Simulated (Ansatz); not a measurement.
Consider CdTe in the zinc blende structure (space group F-43m, No. 216).

```xyz
2
Lattice="0.0000 3.2788 3.2788 3.2788 0.0000 3.2788 3.2788 3.2788 0.0000" Properties=species:S:1:pos:R:3 pbc="T T T"
Te     4.9182     4.9182     4.9182
Cd     0.0000     0.0000     0.0000
```

Calculations: r2SCAN/PAW in Ansatz (a program for electronic structure), no spin-orbit coupling.

Base values:

The width of the top valence band is 2.09 eV and the electron mass is 0.090 mₑ (at Γ).

Now apply this change: the cell is scaled by 0.9891 in all directions, atoms relaxed at fixed cell.

### Question
What happens to the width of the top valence band?

### Answer
The width of the top valence band grows by 0.137 eV to 2.22 eV.

### Question
What happens to the energy relative to the base?

### Answer
The energy increases by 4.9 meV/atom.

### Question
Estimate the effect on the mean gap deformation potential ΔEg/Δln V.

### Answer
The mean gap deformation potential ΔEg/Δln V comes out as -3.2 eV.

### Question
Estimate the effect on the electron mass.

### Answer
The electron mass becomes 0.094 mₑ (at Γ) (base: 0.090 mₑ (at Γ)).

Spin-orbit coupling, missing from the scalar runs, can matter with Te. The cells carry an imposed strain or load. Effective masses come from finite differences of ±0.01 Å⁻¹. No phonon test of stability was made.
